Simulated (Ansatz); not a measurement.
The cell is built on a prototype and need not be the phase stable at ambient conditions.

By PBEsol, the system below comes out a metal.

```
HfB2
1.0
    3.89665    -0.51778     0.00000
    1.49741     3.63452     0.00000
    1.19962    -2.07615     2.39781
Hf B
1 2
Direct
  0.00000   0.00000   0.00000
  0.62441   0.62441   0.00000
  0.37559   0.37559   0.00000
```

Space group of this cell: I4/mmm. The cell was relaxed by PBE-D3(BJ); by PBEsol its mean pressure is -0.6 GPa.

The current flows along the normal of the first two printed cell vectors. No spin-orbit coupling; the value is a mean over 0.1 eV about the Fermi level.

Task: Predict the ballistic conductance per area from PBEsol run with Ansatz (a program for electronic structure).

Result: 0.80 × 10¹⁵ S/m² for both spins.
